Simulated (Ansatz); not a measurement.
# Pt: transverse stress against strain

Pt (fcc, Fm-3m, 15.057 Å³/atom at rest, cube axes along x, y and z) under a strain ε along a cube axis (axis z), the other axes held. PBEsol in Ansatz, a plane-wave DFT program (PAW, default set), 420 eV, 29×29×29 Γ-centred mesh, Fermi-Dirac smearing 0.10 eV; ions are relaxed within the symmetry of each cell. Stress is positive for a compressed cell.

Here s stands for strain and y for stress xx.

```csv
strain (%),stress xx (GPa)
-1.50,3.97
-1.00,2.59
-0.50,1.27
0.00,0.00
0.50,-1.22
1.00,-2.40
1.50,-3.53
3.00,?
```

Taking a straight line for y over the 7 complete rows: Means: s 0, y 0.097. About the means, the sum of products is -17.485 and the sum of squares of s is 7.0000; the slope is their ratio. Least squares gives y = 0.097 - 2.4979·s. Residuals (row less fit): 0.126, -0.005, -0.076, -0.097, -0.068, 0.001, 0.120; standard error 0.100 (degrees of freedom: 5). The slope gives the elastic constant C12 = 250 ± 4 GPa.

Problem. Estimate the missing y (s = 3.00); what did the run itself give?

Solution. y = 0.097 - 2.4979 × 3.0 = -7.397 GPa. The calculation gives -6.66 GPa, 0.737 GPa above the prediction (6.9 % of the range of y in the table). The row lies outside the fitted rows, so this is an extrapolation. From the scatter of the fitted rows alone, a prediction at this place has a standard error of 0.156 GPa, so the miss is 4.7 times that.

One order more, fitted to all 13 runs of the series, follows each within 0.02, so the miss is the next term of a smooth law. In a metal these values are sensitive to mesh and smearing; energies are taken to zero smearing, stresses follow the free energy. Rows are the converged runs of the series near zero and its far end; series whose fitted rows scatter by over a few per cent of the range, as at a crossing or softening among them, aren't shown in this form. Most that stay on the fit to the last digits aren't either.
